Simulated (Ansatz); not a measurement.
The starting structures come from a database of crystals and need not be the phases stable at ambient conditions.

Inside the gap of an insulator the Bloch states are evanescent, with a wavenumber k + iκ along the transport direction.

Consider the following.

```
CELL_PARAMETERS angstrom
      8.53098     0.00000     0.00000
      0.00000     8.53098     0.00000
      4.26549    -4.26549     4.50955
ATOMIC_POSITIONS crystal
  Rb 0.75000 0.75000 0.50000
  Rb 0.25000 0.25000 0.50000
  Pd 0.00000 0.00000 0.00000
  I  0.66020 0.33980 0.67960
  I  0.33980 0.66020 0.32040
  Br 0.20571 0.20571 0.00000
  Br 0.79429 0.79429 0.00000
  Br 0.79429 0.20571 0.00000
  Br 0.20571 0.79429 0.00000
```

Space group of this cell: I4/mmm. The cell is taken as given; by PBEsol its mean pressure is -1.8 GPa.

Transport runs along the normal of the first two printed cell vectors, the (001) plane of the conventional cell.

No gap correction and no spin-orbit coupling; mid-gap values are interpolated between computed energies.

Q: Predict the band gap and the smallest decay constant κ at mid-gap from PBEsol run with Ansatz (a program for electronic structure).

A: Gap 0.48 eV on a 8×8×8 mesh; κ = 0.059 1/Å, at the zone centre.
